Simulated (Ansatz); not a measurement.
The parent structure is Si$_{3}$N$_{4}$ (space group P6_3/m, No. 176; a = 7.625 Å, c = 2.910 Å). Axes: x lies along a and z along c of the hexagonal cell.

Level of theory: Ansatz (an electronic-structure program) PBEsol, no SOC.

For the base:

* **Width of the top valence band**: 1.38 eV
* **Smallest direct gap**: 4.39 eV
* **Band gap**: 4.19 eV

One thing is altered: uniaxial stress, 8 GPa tension along z, with the cell and atoms free to relax against it.

Problem. What does the calculation give for the width of the top valence band after the change?

Solution. The width of the top valence band shrinks by 0.033 eV to 1.34 eV.

Problem. How does this affect the smallest direct gap?

Solution. The smallest direct gap shrinks by 0.24 eV to 4.15 eV.

Problem. Predict the new secant Young's modulus along z.

Solution. The secant Young's modulus along z is 470 GPa.

Problem. How does this affect the band gap?

Solution. The band gap decreases by 0.37 eV (4.19 eV → 3.82 eV).

Load acts through the strain it causes; cell and atoms are relaxed under it. Beyond what the load breaks, stability against distortions was not tested.
